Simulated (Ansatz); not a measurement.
The reference is AlN in the wurtzite structure (space group P6_3mc, No. 186; a = 3.1138 Å, c = 4.9833 Å). Axes: x lies along a and z along c of the hexagonal cell.

All numbers come from Kohn–Sham DFT with the PBEsol functional, run in Ansatz (an electronic-structure program) with PAW and 420 eV plane waves, spin-orbit coupling left out.

Now apply this change: a pure shear with ε_xz = ε_zx = 0.0067, atoms relaxed at fixed cell.

### Question
Predict the stress tensor and what it implies for the stiffness.

### Answer
Stress of the strained cell less that of the base (GPa, compression positive):
```
  -0.03    0.00   -1.49
   0.00    0.00    0.00
  -1.49    0.00    0.03
```

Then −Δσ/γ with γ = 2ε = 0.0134 gives relaxed-ion elastic constants: C55 ≈ 111 GPa.

Whether these cells are dynamically stable was not tested.
